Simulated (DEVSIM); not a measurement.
Structure: InP/In0.53Ga0.47As n-p heterojunction, at 300 K.

| layer (left to right) | material | thickness (μm) | Nd (cm⁻³) | Na (cm⁻³) | τn (s) | τp (s) |
|---|---|---|---|---|---|---|
| 1 | InP | 3.20 | 6.4e16 | - | 2.3e-9 | 2.3e-9 |
| 2 | In0.53Ga0.47As | 1.00 | - | 1.1e16 | 2.3e-9 | 2.3e-9 |

Left contact: ohmic. Right contact: ohmic. Voltage is applied to the left contact. Recombination: SRH at mid-gap, radiative. Mobility is μmin + (μ − μmin)/(1 + (N/Nref)^α).

Constants are typed, rounded textbook-type inputs, not results; the design itself was drawn at random and stands for no fabricated device. Values at 300 K.

| parameter | InP | In0.53Ga0.47As |
|---|---|---|
| gap (eV) | 1.344 | 0.74 |
| affinity (eV) | 4.38 | 4.51 |
| permittivity | 12.5 | 13.9 |
| Nc (cm⁻³) | 5.7e17 | 2.1e17 |
| Nv (cm⁻³) | 1.1e19 | 7.7e18 |
| μn (cm²/Vs) | 5200 | 12000 |
| μp (cm²/Vs) | 170 | 300 |
| μn,min | 400 | 300 |
| μp,min | 10 | 10 |
| Nref,n | 3e17 | 1.3e17 |
| Nref,p | 4.9e17 | 4.9e17 |
| αn | 0.47 | 0.48 |
| αp | 0.62 | 0.4 |
| B (cm³/s) | 1.2e-10 | 9.6e-11 |

Simulated with DEVSIM: 1D drift-diffusion, Boltzmann statistics, complete ionisation; no tunnelling, impact ionisation, image-force lowering or self-heating. Band offsets follow the typed affinities; no thermionic-emission limit at abrupt steps, no polarisation charge.

Task: Tabulate band edges, carrier densities and field at zero bias.

Result: Energies count from the Fermi level of the right contact; mesh points crowd at the junctions.

```tsv
x (μm)	Ec (eV)	Ev (eV)	n (cm⁻³)	p (cm⁻³)	field (V/cm)
0.000	0.057	-1.288	6.4e16	< 1e2	≈ 0
0.006973	0.057	-1.288	6.4e16	< 1e2	≈ 0
0.02524	0.057	-1.288	6.4e16	< 1e2	≈ 0
0.06877	0.057	-1.288	6.4e16	< 1e2	≈ 0
0.2447	0.057	-1.288	6.4e16	< 1e2	≈ 0
0.6313	0.057	-1.288	6.4e16	< 1e2	≈ 0
1.552	0.057	-1.288	6.4e16	< 1e2	≈ 0
2.712	0.057	-1.288	6.4e16	< 1e2	≈ 0
3.003	0.057	-1.288	6.4e16	< 1e2	≈ 0
3.126	0.060	-1.284	5.6e16	< 1e2	2000
3.173	0.100	-1.244	1.2e16	< 1e2	20000
3.195	0.167	-1.177	8.9e14	< 1e2	40000
3.201	0.062	-0.678	1.9e16	3.1e7	39000
3.210	0.095	-0.645	5.3e15	1.1e8	36000
3.246	0.214	-0.526	5.4e13	1.1e10	31000
3.318	0.399	-0.341	4.1e10	1.5e13	20000
3.507	0.565	-0.175	6.8e7	8.9e15	1300
3.868	0.571	-0.169	5.4e7	1.1e16	≈ 0
4.105	0.571	-0.169	5.4e7	1.1e16	≈ 0
4.165	0.571	-0.169	5.4e7	1.1e16	≈ 0
4.189	0.571	-0.169	5.4e7	1.1e16	≈ 0
4.200	0.571	-0.169	5.4e7	1.1e16	≈ 0
```
